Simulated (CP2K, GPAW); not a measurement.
A GPAW input for a self-consistent single point of CaClF (P4/nmm, 6 atoms in the cell) (DFT LDA (Perdew-Wang 92), plane waves, GPAW PAW datasets LDA (gpaw-data 1.0.1)):

```python
from ase import Atoms
from ase.units import GPa
from gpaw import GPAW

atoms = Atoms(['Ca', 'Ca', 'Cl', 'Cl', 'F', 'F'],
              cell=[[3.793242, 0.000000, 0.000000],
                    [0.000000, 3.793242, 0.000000],
                    [0.000000, 0.000000, 6.695709]],
              scaled_positions=[[0.000000, 0.500000, 0.804830],
                                [0.500000, 0.000000, 0.195170],
                                [0.500000, 0.000000, 0.645100],
                                [0.000000, 0.500000, 0.354900],
                                [0.500000, 0.500000, 0.000000],
                                [0.000000, 0.000000, 0.000000]],
              pbc=True)

calc = GPAW(mode={'name': 'pw', 'ecut': 900},
            xc='LDA',
            kpts={'size': (7, 7, 4), 'gamma': True},
            occupations={'name': 'fermi-dirac', 'width': 0.05},
            nbands=-4,
            convergence={'density': 1e-05, 'energy': 1e-05, 'bands': -2},
            symmetry={'symmorphic': False, 'tolerance': 0.0005},
            maxiter=150,
            txt='-')

atoms.calc = calc

energy = atoms.get_potential_energy()
print('Energy (eV):', round(energy, 6))
forces = atoms.get_forces()
print('Forces (eV/Ang):')
print(forces.round(5))
stress = atoms.get_stress()
print('Stress (GPa, Voigt):', (stress / GPa).round(4))
```

Q: Give the CP2K input for the same structure, mesh, smearing and functional.

A: One input that does it (others would too):

```
&GLOBAL
  PROJECT scf
  RUN_TYPE ENERGY_FORCE
  PRINT_LEVEL LOW
&END GLOBAL
&FORCE_EVAL
  METHOD Quickstep
  STRESS_TENSOR ANALYTICAL
  &DFT
    BASIS_SET_FILE_NAME BASIS_MOLOPT
    POTENTIAL_FILE_NAME GTH_POTENTIALS
    &QS
      METHOD GPW
      EPS_DEFAULT 1E-10
    &END QS
    &MGRID
      CUTOFF 550
      REL_CUTOFF 50
      NGRIDS 5
    &END MGRID
    &SCF
      SCF_GUESS ATOMIC
      EPS_SCF 1E-6
      MAX_SCF 100
      ADDED_MOS 9
      &DIAGONALIZATION
        ALGORITHM STANDARD
      &END DIAGONALIZATION
      &MIXING
        METHOD BROYDEN_MIXING
        ALPHA 0.4
        NBUFFER 12
        BETA 1.5
      &END MIXING
      &SMEAR ON
        METHOD FERMI_DIRAC
        ELECTRONIC_TEMPERATURE [K] 580.23
      &END SMEAR
    &END SCF
    &KPOINTS
      SCHEME MONKHORST-PACK 7 7 4
      GAMMA_CENTERED T
    &END KPOINTS
    &XC
      &XC_FUNCTIONAL PADE
      &END XC_FUNCTIONAL
    &END XC
    &PRINT
      &MO
        EIGENVALUES T
        OCCUPATION_NUMBERS T
        NDIGITS 8
        FILENAME mo
        &EACH
          QS_SCF 0
        &END EACH
        ADD_LAST NUMERIC
      &END MO
      &MULLIKEN OFF
      &END MULLIKEN
    &END PRINT
  &END DFT
  &SUBSYS
    &CELL
      A 3.79324200 0.00000000 0.00000000
      B 0.00000000 3.79324200 0.00000000
      C 0.00000000 0.00000000 6.69570900
      PERIODIC XYZ
    &END CELL
    &COORD
      SCALED
      Ca       0.00000000     0.50000000     0.80483000
      Ca       0.50000000     0.00000000     0.19517000
      Cl       0.50000000     0.00000000     0.64510000
      Cl       0.00000000     0.50000000     0.35490000
      F        0.50000000     0.50000000     0.00000000
      F        0.00000000     0.00000000     0.00000000
    &END COORD
    &KIND Ca
      BASIS_SET DZVP-MOLOPT-SR-GTH-q10
      POTENTIAL GTH-PADE-q10
    &END KIND
    &KIND Cl
      BASIS_SET DZVP-MOLOPT-SR-GTH-q7
      POTENTIAL GTH-PADE-q7
    &END KIND
    &KIND F
      BASIS_SET DZVP-MOLOPT-SR-GTH-q7
      POTENTIAL GTH-PADE-q7
    &END KIND
  &END SUBSYS
  &PRINT
    &FORCES ON
    &END FORCES
    &STRESS_TENSOR ON
    &END STRESS_TENSOR
  &END PRINT
&END FORCE_EVAL
```

Basis settings and potentials, where a program has them, do not carry over. This input uses DFT LDA (Pade form), GPW, DZVP-MOLOPT-SR-GTH basis, GTH-PADE potentials (GTH_POTENTIALS). LDA parametrisations can differ slightly between programs.

The starting cell comes from a database of computed structures (which also holds hypothetical and non-ambient phases and stackings), without a prior relaxation at this level. Its lattice was rescaled by a random factor within 2.5 % of one. For this run, on top of that: lattice scaled by 0.98.
